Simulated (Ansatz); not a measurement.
Zinc-blende BeS was calculated with r²SCANh (Ansatz, a quantum-chemistry and plane-wave program, PAW).

Settings: plane-wave cutoff 520 eV, 10×10×10 k mesh, Fermi–Dirac smearing 0.01 eV, scalar-relativistic PAW data made under PBE.

Energies at three volumes about the minimum:

```json
[
 {"V (Å³/atom)": "14.016", "E − E_lowest (meV/atom)": "2.36"},
 {"V (Å³/atom)": "14.223", "E − E_lowest (meV/atom)": "0.00"},
 {"V (Å³/atom)": "14.735", "E − E_lowest (meV/atom)": "2.21"}
]
```

**Question.** Fit a parabola by hand: where is the minimum, what lattice constant follows, and what is the bulk modulus?

**Answer.** Slopes: (0.00 − 2.36)/(14.223 − 14.016) = -11.401 and (2.21 − 0.00)/(14.735 − 14.223) = 4.316 meV/Å³. Curvature E″ = 2 × (4.316 − (-11.401))/(14.735 − 14.016) = 43.719 meV/Å⁶. From the middle of the first interval, the slope vanishes at V0 = 14.1195 − (-11.401)/43.719 = 14.380 Å³/atom. B = V0 E″ = 14.380 × 43.719 meV/Å³ × 0.1602 GPa per meV/Å³ = 101 GPa. With 8 atoms in the cube, a = (8 × 14.380)^(1/3) = 4.864 Å. The full Birch–Murnaghan fit to all volumes gives V0 = 14.374 Å³/atom and B0 = 98.9 GPa.

Measured, for comparison: bulk modulus 105 GPa (room temperature, not corrected to a static lattice; as tabulated in Narayana, Nesamony, Ruoff, Phys. Rev. B 56, no. 22 (1997)); lattice constant a 4.87 Å (room temperature, not corrected to a static lattice; as tabulated in Narayana, Nesamony, Ruoff (BeS at high pressure; core.ac.uk copy)). Computed (rounded) less measured: bulk modulus -6 %.
